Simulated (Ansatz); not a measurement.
Partial pair distribution functions of a relaxed model of hydrogenated amorphous carbon (C$_{120}$H$_{32}$), broadened by 0.06 Å; density 1.61 g/cm³. Method: PBE-D3(BJ), scalar-relativistic without spin-orbit coupling (plane waves to 420 eV, PAW; Ansatz, a first-principles code). In the spin-polarised cell the level spacing at the Fermi energy can part levels of unlike spin.

The cell was made by melting and quenching with the CHGNet potential and then relaxed with DFT. The hot cell started wider than the set density and was brought back towards it in steps. It is the lowest in DFT energy of 4 quenches. It is a model cell: composition and starting density were chosen by hand, and all elements were melted together. The geometry includes D3(BJ) dispersion. Its density started from a set value of 1.61 and ended at 1.61 g/cm³. Cooling (nominally 420 K/ps over its main leg) ran many orders faster than in experiment, which tends to leave more defects and strain. A cell of this size samples the disorder only roughly. Volume and shape were free in the relaxation. On a 2×2×2 Γ-centred mesh force components of up to 0.31 eV/Å stay, since the relaxation ran on one k-point at (1/4, 1/4, 1/4).

| r (Å) | g C-C | g C-H | g H-H |
|---|---|---|---|
| 0.85 | 0.00 | 0.00 | 0.00 |
| 0.95 | 0.00 | 0.43 | 0.00 |
| 1.05 | 0.00 | 4.65 | 0.00 |
| 1.15 | 0.04 | 3.28 | 0.00 |
| 1.25 | 0.74 | 0.15 | 0.00 |
| 1.35 | 4.16 | 0.00 | 0.00 |
| 1.45 | 6.12 | 0.00 | 0.00 |
| 1.55 | 2.18 | 0.00 | 0.00 |
| 1.65 | 0.20 | 0.00 | 0.00 |
| 1.75 | 0.00 | 0.00 | 0.11 |
| 1.85 | 0.00 | 0.00 | 0.68 |
| 1.95 | 0.00 | 0.17 | 0.75 |
| 2.05 | 0.00 | 1.58 | 0.36 |
| 2.15 | 0.03 | 2.31 | 0.51 |
| 2.25 | 0.31 | 0.79 | 1.90 |
| 2.35 | 1.48 | 0.48 | 2.11 |
| 2.45 | 2.71 | 0.68 | 1.14 |
| 2.55 | 2.39 | 0.96 | 1.47 |
| 2.65 | 1.15 | 0.91 | 1.98 |
| 2.75 | 0.56 | 0.75 | 1.67 |
| 2.85 | 0.74 | 0.94 | 0.89 |
| 2.95 | 0.81 | 1.09 | 0.93 |
| 3.05 | 0.75 | 0.93 | 0.96 |
| 3.15 | 0.84 | 0.76 | 0.87 |
| 3.25 | 0.76 | 0.98 | 0.42 |
| 3.35 | 0.79 | 1.37 | 0.91 |
| 3.45 | 0.84 | 1.35 | 1.35 |
| 3.55 | 0.86 | 0.96 | 1.83 |
| 3.65 | 1.10 | 0.73 | 1.05 |
| 3.75 | 1.37 | 0.86 | 0.82 |
| 3.85 | 1.07 | 0.92 | 1.22 |
| 3.95 | 0.85 | 0.98 | 0.98 |
| 4.05 | 0.79 | 1.04 | 0.69 |
| 4.15 | 0.83 | 1.09 | 1.06 |
| 4.25 | 0.91 | 1.22 | 1.30 |
| 4.35 | 0.96 | 1.02 | 0.79 |
| 4.45 | 1.02 | 0.92 | 0.57 |
| 4.55 | 0.97 | 1.07 | 0.88 |
| 4.65 | 1.05 | 1.07 | 0.76 |
| 4.75 | 1.07 | 1.02 | 0.99 |
| 4.85 | 0.98 | 0.85 | 0.87 |
| 4.95 | 0.94 | 1.03 | 0.69 |
| 5.05 | 1.03 | 1.08 | 1.00 |
| 5.15 | 1.01 | 1.05 | 1.12 |
| 5.25 | 0.97 | 0.99 | 1.15 |
| 5.35 | 1.00 | 0.98 | 1.34 |
| 5.45 | 1.00 | 0.98 | 1.30 |
| 5.55 | 1.02 | 1.00 | 1.10 |
| 5.65 | 0.99 | 1.04 | 0.88 |

Within 1.74 Å each C has 2.72 C neighbours on average.
